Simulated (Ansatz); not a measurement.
The starting structures come from a database of crystals and need not be the phases stable at ambient conditions.

 Where the default PAW files enter, the runs use the earlier of Ansatz's two default sets.

Tunnelling through a barrier is set by its complex band structure: the current falls as exp(−2κd) with the smallest κ.

Given:

```
AlInSb2
1.0
    4.50617     0.00000     0.00000
    0.00000     4.50617     0.00000
    0.00000     0.00000     6.34882
Al In Sb
1 1 2
Direct
  0.00000   0.00000   0.00000
  0.50000   0.50000   0.50000
  0.00000   0.50000   0.23337
  0.50000   0.00000   0.76663
```

Space group of this cell: P-4m2. The cell is taken as given; by LDA its mean pressure is -2.0 GPa.

Transport runs along the normal of the first two printed cell vectors, the (001) plane of the conventional cell.

The gap is the functional's own, uncorrected, and κ follows it; spin-orbit coupling is left out. Mid-gap values are interpolated between the computed energies.

### Question
Compute, with LDA in Ansatz (a program for electronic structure), the band gap and the smallest decay constant κ at mid-gap.

### Answer
Gap 0.26 eV on a 8×8×6 mesh; κ = 0.028 1/Å, at the zone centre.
